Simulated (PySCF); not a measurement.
PySCF 2.14.0, PBE0/def2-svp, df: Zn(F)(OMe)(NH3)2 (C[O][Zn](<-[NH3])(<-[NH3])[F]), 15 atoms. The geometry is a generated start, not checked to be a minimum at this level.

```json
{
  "task": "energy",
  "method": "pbe0",
  "basis": "def2-svp",
  "two_electron_scheme": "density fitting",
  "mol.max_memory": "3000 MB",
  "mf.max_cycle": "100",
  "mf.init_guess": "minao (default)",
  "mf.DIIS": "CDIIS (default)",
  "mf.conv_tol": "1e-09 (default)",
  "mf.grids.level": "3 (default)",
  "basis_functions": "146",
  "grid_points": "179184"
}
```

```xyz
15

Zn     0.2169     0.0732     0.2276
F      0.5307     1.0885     1.5928
O     -1.3137    -0.2593    -0.6068
C     -2.4632     0.5089    -0.4236
H     -2.3669     1.5140    -0.8609
H     -3.2928    -0.0027    -0.9313
H     -2.7322     0.6278     0.6349
N      0.9001    -1.7354     1.1079
H      0.5324    -2.5724     0.6700
H      0.4793    -1.6451     2.0261
H      1.8997    -1.8402     1.2392
N      1.7247     0.9109    -1.0327
H      1.2983     1.7505    -1.4108
H      2.1030     0.3754    -1.8057
H      2.4837     1.2061    -0.4267
```

Charge 0 and multiplicity 1 are set for this test and not shown to be the ground state.

One run each on 2 threads, 1 BLAS thread. Values of diis_space tried: 3, 5, 8 (default), 12, 20.

### Question
How does the count of Fock builds change with diis_space, and where is it least?

### Answer
Fewest Fock builds, within one of each other: 5 with 13, 8 (default) with 12, 12 with 12, 20 with 12. The count rises to 19 at 3. All converge to one solution.

| diis_space | Fock builds | end |
|---|---|---|
| 3 | 19 | same solution |
| 5 | 13 | same solution |
| 8 (default) | 12 | same solution |
| 12 | 12 | same solution |
| 20 | 12 | same solution |
